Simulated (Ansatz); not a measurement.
## What biaxial strain −3.00 %, plane normal [001], relaxed out of plane does to Au

Consider Au in the fcc (Cu type) structure (space group Fm-3m, No. 225; a = 4.1245 Å; relaxed with 0.1 eV smearing). Axes: x, y, z lie along the cube axes.

It is then changed as follows: compressive biaxial strain of 3.00 % in the plane normal to [001], as in epitaxy on a mismatched substrate; the out-of-plane cell vector and the atoms relax.

All numbers come from Kohn–Sham DFT with the r2SCAN functional, run in Ansatz (an electronic-structure program) with PAW and 500 eV plane waves, scalar-relativistic without spin-orbit coupling. k-mesh 27×27×27 (Γ-centred); smearing 0.1 eV (Fermi–Dirac).

```csv
quantity,base,changed,shift
space group,Fm-3m (No. 225),I4/mmm (No. 139),–
shortest interatomic distance,2.916 Å,2.829 Å,-0.087 Å
energy relative to the base (free energy F),0 meV/atom,+7.6 meV/atom,+7.6 meV/atom
band gap,zero,zero,–
out-of-plane strain,–,+5.23 %,–
ratio −ε⊥/ε∥,–,1.74,–
mean in-plane stress (compression positive),–,+2.9 GPa,–
```

Final structure (turned so that z lies along the plane normal):

```
Au
1.0
    2.82898     0.00000     0.00000
    0.00000     2.82898     0.00000
    1.41449    -1.41449     2.17021
Au
1
Direct
  0.00000   0.00000   0.00000
```

Cost of the whole job for the changed cell (relaxation, final SCF and bands): around 2.9 core-minutes (rough).

No phonon test of stability was made.
